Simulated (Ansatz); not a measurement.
# ZnS, response to strain

The reference is ZnS in the zinc blende structure (space group F-43m, No. 216; a = 5.3567 Å). Axes: x, y, z lie along the cube axes.

Strains are applied to the cell and any free atomic positions relax; under biaxial strain the out-of-plane vector relaxes too; under stress the whole cell relaxes.

The values are results of Ansatz (a program for electronic structure) PBEsol, scalar-relativistic without spin-orbit coupling, not measurements.

Notes on the quantities. energy relative to the base: free energy F.

```tsv
case	space group	shortest interatomic distance	energy relative to the base
base	F-43m (No. 216)	2.320 Å	0 meV/atom
biaxial strain −0.83 %, plane normal [001], relaxed out of plane	I-4m2 (No. 119)	2.314 Å	+0.8 meV/atom
biaxial strain +1.12 %, plane normal [001], relaxed out of plane	I-4m2 (No. 119)	2.326 Å	+1.4 meV/atom
biaxial strain +1.49 %, plane normal [111], relaxed out of plane	R3m (No. 160)	(withheld)	(withheld)
isotropic strain −5.42 %	F-43m (No. 216)	2.194 Å	+152 meV/atom
uniaxial strain ε_zz = −0.18 %	I-4m2 (No. 119)	2.318 Å	0.0 meV/atom
tensor shear ε_xz = +0.48 %	Imm2 (No. 44)	2.318 Å	+0.3 meV/atom
uniaxial stress, 0.5 GPa tension along x	I-4m2 (No. 119)	2.321 Å	+0.2 meV/atom
tensor shear ε_xy = −1.38 %	Imm2 (No. 44)	2.314 Å	+2.2 meV/atom
tensor shear ε_xz = −0.79 %	Imm2 (No. 44)	2.316 Å	+0.7 meV/atom
```

**Question.** What belongs in the blanks?

**Answer.** 
- biaxial strain +1.49 %, plane normal [111], relaxed out of plane, shortest interatomic distance: 2.324 Å
- biaxial strain +1.49 %, plane normal [111], relaxed out of plane, energy relative to the base: +4.2 meV/atom

Stability under load was not tested beyond the relaxation.
